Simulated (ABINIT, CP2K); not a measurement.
An ABINIT input for a self-consistent single point of BaHfO3 (Pm-3m, 5 atoms in the cell) (DFT, PBEsol, plane waves, PAW (JTH v2.0 PBE PAW, files made for PBE)):

```
# BaHfO3, JTH v2.0 PBE PAW
pp_dirpath "./"
pseudos "Ba.GGA_PBE-JTH.xml, Hf.GGA_PBE-JTH.xml, O.GGA_PBE-JTH.xml"
acell 7.8801579397 7.8801579397 7.8801579397
rprim
         1.0000000000    0.0000000000    0.0000000000
         0.0000000000    1.0000000000    0.0000000000
         0.0000000000    0.0000000000    1.0000000000
natom 5
ntypat 3
znucl 56 72 8
typat 1 2 3 3 3
xcart
         0.0000000000    0.0000000000    0.0000000000
         2.0850000000    2.0850000000    2.0850000000
         2.0850000000    0.0000000000    2.0850000000
         0.0000000000    2.0850000000    2.0850000000
         2.0850000000    2.0850000000    0.0000000000
      Angstrom
ecut 653 eV
pawecutdg 1306 eV
pawxcdev 0
ixc -116133
occopt 3
tsmear 0.00036749
nband 27
kptopt 1
ngkpt 8 8 8
nshiftk 1
shiftk 0 0 0
nstep 50
tolvrs 1.0e-10
prtwf 0
prtden 0
enunit 1
```

Question: Write the same calculation as an input for CP2K.

Answer: This is the input that was run; spellings and numerical settings could be chosen otherwise.

```
&GLOBAL
  PROJECT scf
  RUN_TYPE ENERGY_FORCE
  PRINT_LEVEL LOW
&END GLOBAL
&FORCE_EVAL
  METHOD Quickstep
  STRESS_TENSOR ANALYTICAL
  &DFT
    BASIS_SET_FILE_NAME BASIS_MOLOPT
    POTENTIAL_FILE_NAME GTH_POTENTIALS
    &QS
      METHOD GPW
      EPS_DEFAULT 1E-10
    &END QS
    &MGRID
      CUTOFF 500
      REL_CUTOFF 40
      NGRIDS 5
    &END MGRID
    &SCF
      SCF_GUESS ATOMIC
      EPS_SCF 1E-7
      MAX_SCF 100
      ADDED_MOS 8
      &DIAGONALIZATION
        ALGORITHM STANDARD
      &END DIAGONALIZATION
      &MIXING
        METHOD BROYDEN_MIXING
        ALPHA 0.3
        NBUFFER 8
        BETA 1.5
      &END MIXING
      &SMEAR ON
        METHOD FERMI_DIRAC
        ELECTRONIC_TEMPERATURE [K] 116.05
      &END SMEAR
    &END SCF
    &KPOINTS
      SCHEME MONKHORST-PACK 8 8 8
      GAMMA_CENTERED T
    &END KPOINTS
    &XC
      &XC_FUNCTIONAL
        &PBE
          PARAMETRIZATION PBESOL
        &END PBE
      &END XC_FUNCTIONAL
    &END XC
    &PRINT
      &MO
        EIGENVALUES T
        OCCUPATION_NUMBERS T
        NDIGITS 8
        FILENAME mo
        &EACH
          QS_SCF 0
        &END EACH
        ADD_LAST NUMERIC
      &END MO
      &MULLIKEN OFF
      &END MULLIKEN
    &END PRINT
  &END DFT
  &SUBSYS
    &CELL
      ABC 4.17000000 4.17000000 4.17000000
      ALPHA_BETA_GAMMA 90.00000000 90.00000000 90.00000000
      PERIODIC XYZ
    &END CELL
    &COORD
      SCALED
      Ba       0.00000000     0.00000000     0.00000000
      Hf       0.50000000     0.50000000     0.50000000
      O        0.50000000     0.00000000     0.50000000
      O        0.00000000     0.50000000     0.50000000
      O        0.50000000     0.50000000     0.00000000
    &END COORD
    &KIND Ba
      BASIS_SET DZVP-MOLOPT-SR-GTH
      POTENTIAL GTH-PBE-q10
    &END KIND
    &KIND Hf
      BASIS_SET DZVP-MOLOPT-SR-GTH
      POTENTIAL GTH-PBE-q12
    &END KIND
    &KIND O
      BASIS_SET DZVP-MOLOPT-SR-GTH
      POTENTIAL GTH-PBE-q6
    &END KIND
  &END SUBSYS
  &PRINT
    &FORCES ON
    &END FORCES
    &STRESS_TENSOR ON
    &END STRESS_TENSOR
  &END PRINT
&END FORCE_EVAL
```

Basis settings and potentials, where a program has them, do not carry over. This input uses DFT PBEsol, GPW, DZVP-MOLOPT-SR-GTH basis, GTH-PBE potentials (GTH_POTENTIALS). Both were run: pressure -1.95 GPa in ABINIT and -2.83 in CP2K; gap on the mesh 3.494 eV in ABINIT and 3.481 in CP2K.

On ABINIT: the starting cell has typed, rounded lattice constants, without a prior relaxation at this level. Spin-orbit coupling is off. The potentials were made for another functional than the one used.

On CP2K: the starting cell has typed, rounded lattice constants, without a prior relaxation at this level. Spin-orbit coupling is off. Values carry the incompleteness of an atom-centred basis. The potentials were made for another functional than the one used.
